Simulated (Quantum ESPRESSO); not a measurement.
Short convergence ladders for Ba (Im-3m, 1 atom in the cell)

```
Ba
1.0
    2.49745     2.49745     2.49745
   -2.49745     2.49745     2.49745
   -2.49745    -2.49745     2.49745
Ba
1
Direct
  0.00000   0.00000   0.00000
```

Base method: PBE, SSSP 1.1.2 efficiency (PBE) pseudopotentials (plane waves; Quantum ESPRESSO).

Base settings: ecutwfc = 45 Ry; ecutrho = 360 Ry; occupations = smearing; smearing = gauss; degauss = 0.0073499 Ry; potentials = {Ba: Ba.pbe-spn-kjpaw_psl.1.0.0.UPF}; K_POINTS = automatic 3 3 3 0 0 0; conv_thr = 1e-10 Ry.

The count of work is k-points × plane waves × bands × iterations; it is no time. 

**The cutoff for other potential files**

Level: DFT, PBE, plane waves, SSSP 1.1.2 precision (PBE) pseudopotentials.

Moved along: ecutrho.

The mesh stays at the base's, so the ladder's end is converged at best in this setting alone.

Only quantities that move along the ladder and can be compared are tabulated.

| ecutwfc | free energy less the last step's (meV/atom) | count of work / last |
|---|---|---|
| 25 Ry | 11.16 | 0.11 |
| 30 Ry | 8.03 | 0.12 |
| 38 Ry | 2.83 | 0.23 |
| 47 Ry | 2.14 | 0.32 |
| 55 Ry | 1.22 | 0.35 |
| 66 Ry | 0.65 | 0.52 |
| 82 Ry | 0.25 | 0.80 |
| 110 Ry | 0.00 | 1.0 |

Coarsest ecutwfc that holds the free energy within 5 meV/atom of the last step, with all finer ones: 38 Ry, at 0.23 of the last step's count of work; the step before is off by 8.0 meV/atom.

**The density cutoff**

The mesh stays at the base's, so the ladder's end is converged at best in this setting alone.

Only quantities that move along the ladder and can be compared are tabulated.

```csv
ecutrho,free energy less the last step's (meV/atom)
90 Ry,-2.18
135 Ry,-0.37
180 Ry,-0.06
225 Ry,0.00
270 Ry,-0.01
360 Ry,0.00
450 Ry,0.00
540 Ry,0.00
720 Ry,0.00
```

Coarsest ecutrho that holds the free energy within 2 meV/atom of the last step, with all finer ones: 135 Ry; the step before is off by 2.2 meV/atom.

On the base run: the starting cell has typed, rounded lattice constants, without a prior relaxation at this level. Its lattice was rescaled by up to half a per cent. Without a gap this mesh is coarse (it stands for a supercell whose shortest vector is 13 Å).
